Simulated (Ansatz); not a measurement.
The parent structure is MgSe in the rock salt structure (space group Fm-3m, No. 225; a = 5.4498 Å). Axes: x, y, z lie along the cube axes.

Levels (all Ansatz, a program for electronic structure, PAW): PBEsol (420 eV, no SOC); HSE06 (420 eV, no spin-orbit coupling).

Its gap is 1.78 eV with PBEsol and 2.68 eV with HSE06.

Perturbation: tensile biaxial strain of 1.79 % in the plane normal to [110], as in epitaxy on a mismatched substrate; the out-of-plane cell vector and the atoms relax.

With PBEsol the gap becomes 1.61 eV.

If the HSE06 correction stayed the same, what would the HSE06 gap be, and what does the HSE06 run give?

A rigid correction of +0.90 eV gives 2.51 eV. The HSE06 run gives 2.49 eV, so the two effects roughly add.

A biaxial case was relaxed in a doubled cell and then solved in the primitive one. Single points use the geometry relaxed with PBEsol. The hybrid gap comes from the SCF mesh plus the semilocal run's edge points and a few special points and is an upper bound. Stability against distortions was not tested.
